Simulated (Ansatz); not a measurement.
Candidates (primitive cells; geometry: cell and atoms relaxed with PBEsol):
A. LiF (Fm-3m), a = b = c = 2.834 Å, α = β = γ = 60.00°
B. AgCl (Fm-3m), a = 3.8519 Å, b = 3.8519 Å, c = 3.8519 Å, α = 60.00°, β = 60.00°, γ = 60.00°
C. NaF (Fm-3m), a = b = c = 3.2731 Å, α = β = γ = 60.00°
D. NaH (Fm-3m), a = 3.388 Å, b = 3.388 Å, c = 3.388 Å, α = 60.00°, β = 60.00°, γ = 60.00°
E. CaSe (Fm-3m), a = b = c = 4.1496 Å, α = β = γ = 60.00°

**Question.** Order them by band gap (highest first) at the level Ansatz (a quantum-chemistry and plane-wave program) with PBEsol, rigid bands.

**Answer.** A (9.05 eV), C (6.20 eV), D (3.61 eV), E (1.88 eV), B (0.73 eV)

Spin-orbit coupling is left out.

Formula and space group known from diffraction (Crystallography Open Database), not checked to be the room-temperature form: CaSe (Fm-3m).
